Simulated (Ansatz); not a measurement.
One base run on Be (P6_3/mmc, 4 atoms in the cell) and variants with one or two settings moved

```cif
data_Be4
_chemical_formula_sum 'Be4'
_space_group_name_H-M_alt 'P63/mmc'
_space_group_IT_number 194
_space_group_name_Hall '-P 6c 2c'
_cell_length_a 2.27001
_cell_length_b 2.27001
_cell_length_c 7.30379
_cell_angle_alpha 90.000
_cell_angle_beta 90.000
_cell_angle_gamma 120.000
loop_
_atom_site_label
_atom_site_type_symbol
_atom_site_symmetry_multiplicity
_atom_site_Wyckoff_symbol
_atom_site_fract_x
_atom_site_fract_y
_atom_site_fract_z
_atom_site_occupancy
Be1 Be 2 a 0.00000 0.00000 0.00000 1
Be2 Be 2 c 0.33333 0.66667 0.25000 1
```

Base run A: LDA (PW92), default PAW files made with PBE run with Ansatz (a first-principles code), self-consistent single point.

Its settings: kpoints.mp_grid.grid = 13 13 4; hamiltonian.xc = lda; hamiltonian.pseudopotentials = {kind: paw} (the program's default PAW files); scf.occupations.method = cold; scf.occupations.width = 0.1 eV.

The starting cell was generated: these elements placed on a structure prototype, without a prior relaxation; it need not be a known phase or ordering of this composition. In the base run, with a pressure of about -9 GPa the cell is away from its equilibrium volume at this level. Ansatz's pressure includes its estimate of the finite-basis (Pulay) stress.

ΔF is the free energy per atom less that of run A. 

Run A gave: pressure (GPa) -9.03; k-points 63.

Runs:
- B: scf.occupations.width: 0.1 eV → 0.3 eV
- C: scf.occupations.width: 0.1 eV → 0.002 eV
- D: scf.occupations.method: cold → tetrahedron; scf.occupations.width: 0.1 eV → default
- E: kpoints.mp_grid.grid: 13 13 4 → 16 16 5
- F: scf.algorithm: default → direct_min
- G: scf.mixing.algorithm: default (the program chose MSR1) → anderson; scf.mixing.beta: default → 0.2
- H: scf.mixing.preconditioner: default (the program chose none) → none

Question: What does run C change against A?

Answer: The free energy hardly moves (within 1 meV/atom) and the pressure stays near -9.06 GPa while the zz stress (positive for compression) goes from -12.18 to -11.54 GPa.

Question: What does run D change against A?

Answer: The free energy is nearly the same (within 1 meV/atom) and the pressure stays near -9.10 GPa while the zz stress (positive for compression) goes from -12.18 to -11.08 GPa.

| run | ΔF (meV/atom) | pressure (GPa) | k-points |
|---|---|---|---|
| A | 0.00 | -9.03 | 63 |
| B | 0.42 | -9.06 | 63 |
| C | 0.21 | -9.06 | 63 |
| D | -0.06 | -9.10 | 63 |
| E | -4.0 | -9.06 | 90 |
| F | 0.00 | -9.03 | 63 |
| G | 0.00 | -9.03 | 63 |
| H | 0.00 | -9.03 | 63 |

Keys are those of Ansatz 0.2.
